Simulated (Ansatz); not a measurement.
The parent structure is Ru in the hcp (Mg type) structure (space group P6_3/mmc, No. 194; relaxed with 0.1 eV smearing).

```
CELL_PARAMETERS angstrom
      2.70429     0.00000     0.00000
     -1.35214     2.34198     0.00000
      0.00000     0.00000     4.26291
ATOMIC_POSITIONS crystal
  Ru 0.66667 0.33333 0.75000
  Ru 0.33333 0.66667 0.25000
```

Cartesian axes are those of the cell as printed.

Level of theory: r2SCAN (Ansatz, a program for electronic structure), without spin-orbit coupling.

Now apply this change: the cell is stretched by 1.00 % along z with no lateral relaxation; the atoms relax in the strained cell.

Predict the stress tensor and what it implies for the stiffness.

Stress of the strained cell less that of the base (GPa, compression positive):
```
   -1.8     0.0     0.0
    0.0    -1.8     0.0
    0.0     0.0    -6.6
```

Then −Δσ_ii/ε with ε = 0.0100 gives relaxed-ion elastic constants: C33 ≈ 659 GPa, C13 ≈ 179 GPa and C23 ≈ 179 GPa.

No phonon test of stability was made. The final runs are not spin-polarised.
